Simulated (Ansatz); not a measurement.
# Pressure series in TaAs

Base system: TaAs (space group I4_1md, No. 109; a = 3.463 Å, c = 11.735 Å).

Cell and atoms are relaxed at each pressure.

Levels (all Ansatz, a first-principles code, PAW, earlier PAW set): PBE (420 eV, no spin-orbit coupling); r2SCAN (500 eV, scalar-relativistic without spin-orbit coupling).

The base cell above is that of PBE; each level relaxes its own structures.

```csv
case,"volume per atom, PBE","volume per atom, r2SCAN"
pressure 0.9 GPa,17.50 Å³,17.26 Å³
pressure 2.1 GPa,17.39 Å³,17.15 Å³
pressure 4.5 GPa,17.17 Å³,16.95 Å³
pressure 9 GPa,16.79 Å³,16.59 Å³
```

PBE lies above r2SCAN in every row, by 0.19 Å³ to 0.24 Å³. They put the cases in the same order.

Load acts through the strain it causes; cell and atoms are relaxed under it. Stability against distortions was not tested. Competing high-pressure phases were not computed. The final runs are not spin-polarised.
